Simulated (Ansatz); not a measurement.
Arsenene on arsenene on arsenene (facing atoms over hollows or bridges; arsenene a predicted or substrate-bound sheet, here free), space group P-3m1.

```
CELL_PARAMETERS angstrom
      3.57185     0.00000     0.00000
     -1.78592     3.09331     0.00000
      0.00000     0.00000    28.90000
ATOMIC_POSITIONS crystal
  As 0.33333 0.66667 0.32474
  As 0.66667 0.33333 0.37307
  As 0.33333 0.66667 0.47584
  As 0.66667 0.33333 0.52416
  As 0.33333 0.66667 0.62693
  As 0.66667 0.33333 0.67526
```

The numbers are results of PBE+D3(BJ) (plane waves to 420 eV, PAW; Ansatz, a first-principles code), not measurements. No spin–orbit coupling; PBE gaps are too small against experiment. Its k-point mesh 9×9×1, Fermi–Dirac width 0.01 eV. A dipole correction is on.

### Question
List the levels next to the gap at Γ of this cell's own (folded) zone, from the top of the valence band (the table ends after a fixed count of bands, which can cut a degenerate set).

### Answer
```
band  E − E_v (eV)
----  ------------
v4          -0.871
v3          -0.796
v2          -0.796
v1          -0.131
c1           1.013
c2           1.757
c3           1.929
c4           2.563
```
